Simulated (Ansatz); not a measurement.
Perovskite-rhombo BaTiO3 (model structure) was calculated with r²SCAN (plane waves, PAW; Ansatz, a first-principles code).

Settings: plane-wave cutoff 500 eV, 8×8×8 k mesh, gaussian smearing 0.02 eV, no spin polarisation, scalar-relativistic PAW data made under PBE.

Cell (relaxed at this level):

```xyz
5
Lattice="2.8510 -2.8402 0.0024 2.8510 2.8402 0.0024 0.0183 0.0000 4.0243" Properties=species:S:1:pos:R:3 pbc="T T T"
Ba    -0.0100     0.0000    -0.0070
Ti     2.7726     0.0000     1.9529
O      2.9168     0.0000     0.0874
O      1.5277    -1.3927     2.0596
O      1.5277     1.3927     2.0596
```

### Question
What does this level give for the band gap?

### Answer

- band gap: 2.88 eV (on the SCF k mesh)

Note: the relaxation could raise the start's symmetry but not lower it, so the cell can be a saddle point.

Spin–orbit coupling is not included.

Static lattice: no zero-point or thermal effects.

A model structure was made by putting elements into a prototype or built by hand; it is no filed structure, need not be a known phase, and can be a saddle point held by its symmetry.
